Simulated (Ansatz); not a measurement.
# Zn: pressure series

The reference is Zn in the fcc (Cu type) structure (space group Fm-3m, No. 225; a cell from a computed database, its experimental status unchecked).

```yaml
crystal:
  lattice:
    - [0.00000, 1.91904, 1.91904]
    - [1.91904, 0.00000, 1.91904]
    - [1.91904, 1.91904, 0.00000]
  atoms:
    - { symbol: Zn, position: [0.00000, 0.00000, 0.00000] }
```

Cell and atoms are relaxed at each pressure.

All numbers come from plane-wave PAW DFT at the PBEsol level (Ansatz, a program for electronic structure, 420 eV), no spin-orbit coupling.

```json
[
 {"P (GPa)": "-1.98", "V (Å³/atom)": "14.482"},
 {"P (GPa)": "-0.99", "V (Å³/atom)": "14.301"},
 {"P (GPa)": "0.30", "V (Å³/atom)": "14.086"},
 {"P (GPa)": "0.70", "V (Å³/atom)": "14.024"},
 {"P (GPa)": "1.50", "V (Å³/atom)": "13.903"},
 {"P (GPa)": "3.01", "V (Å³/atom)": "13.691"},
 {"P (GPa)": "4.99", "V (Å³/atom)": "13.441"},
 {"P (GPa)": "7.50", "V (Å³/atom)": "13.160"},
 {"P (GPa)": "10.00", "V (Å³/atom)": "12.910"}
]
```

Q: Fit a third-order Birch–Murnaghan equation of state.

A: Least squares on P(V) = (3B₀/2)[(V₀/V)^(7/3) − (V₀/V)^(5/3)]·[1 + (3/4)(B₀′ − 4)((V₀/V)^(2/3) − 1)] gives V₀ = 14.13 Å³/atom, B₀ = 87 GPa and B₀′ = 5.3.

Load acts through the strain it causes; cell and atoms are relaxed under it. No phonon test of stability was made. Competing high-pressure phases were not computed. This is not the structure that Zn has at room temperature and ambient pressure.
